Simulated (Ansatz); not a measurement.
Start from MoS$_{2}$ (space group P6_3/mmc, No. 194; layered, stacked along the Cartesian z axis).

```
CELL_PARAMETERS angstrom
      3.10900     0.00000     0.00000
     -1.55450     2.69247     0.00000
      0.00000     0.00000    11.70898
ATOMIC_POSITIONS crystal
  Mo 0.66667 0.33333 0.25000
  Mo 0.33333 0.66667 0.75000
  S  0.66667 0.33333 0.88351
  S  0.33333 0.66667 0.38351
  S  0.33333 0.66667 0.11649
  S  0.66667 0.33333 0.61649
```

Computed with PBEsol-D3(BJ) (Ansatz, an electronic-structure program, PAW, spin-orbit coupling left out).

Base values:

| Property | Result |
|---|---|
| Smallest direct gap | 1.79 eV |
| Shortest interatomic distance | 2.380 Å |
| Width of the top valence band | 1.88 eV |

It is then changed as follows: cell and atoms relaxed at a pressure of 10 GPa.

**Question.** How does this affect the smallest direct gap, shortest interatomic distance and width of the top valence band?

**Answer.** The smallest direct gap decreases by 0.36 eV (1.79 eV → 1.43 eV); the shortest interatomic distance falls by 0.0257 Å, from 2.380 Å to 2.355 Å; the width of the top valence band rises by 0.30 eV, from 1.88 eV to 2.18 eV.

Load acts through the strain it causes; cell and atoms are relaxed under it. Stability against distortions was not tested. No other phases were tried under pressure.
